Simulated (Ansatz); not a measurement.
CrGe (P2₁3, No. 198, 8 atoms in the cell; start mp-20861), treated with PBEsol (Ansatz, a program for electronic structure, PAW).

Run with plane-wave cutoff 520 eV, 12×12×12 k mesh, Fermi–Dirac smearing 0.05 eV, spin-polarised start, scalar-relativistic PAW data made under PBE.

Cell (relaxed at this level):

```cif
data_Cr4Ge4
_chemical_formula_sum 'Cr4 Ge4'
_space_group_name_H-M_alt 'P 1'
_space_group_IT_number 1
_cell_length_a 4.70007
_cell_length_b 4.70007
_cell_length_c 4.70007
_cell_angle_alpha 90.000
_cell_angle_beta 90.000
_cell_angle_gamma 90.000
loop_
_space_group_symop_operation_xyz
  'x, y, z'
loop_
_atom_site_label
_atom_site_type_symbol
_atom_site_fract_x
_atom_site_fract_y
_atom_site_fract_z
_atom_site_occupancy
Cr1 Cr 0.13754 0.13754 0.13754 1
Cr2 Cr 0.36246 0.86246 0.63754 1
Cr3 Cr 0.63754 0.36246 0.86246 1
Cr4 Cr 0.86246 0.63754 0.36246 1
Ge1 Ge 0.84536 0.84536 0.84536 1
Ge2 Ge 0.65464 0.15464 0.34536 1
Ge3 Ge 0.34536 0.65464 0.15464 1
Ge4 Ge 0.15464 0.34536 0.65464 1
```

### Question
Predict the bulk modulus B0.

### Answer

bulk modulus B0: 174 GPa

The run finds no gap.

Note: the magnetic order was assumed, not searched for or taken from measurement; the bulk modulus is −V dP/dV from two relaxed cells at ±2 % in volume; the relaxation could not lower the start's symmetry, so the cell can be a saddle point above a distorted one.

Static lattice: no zero-point or thermal effects.

A start named mp-… is a Materials Project structure, which need not be a measured phase.
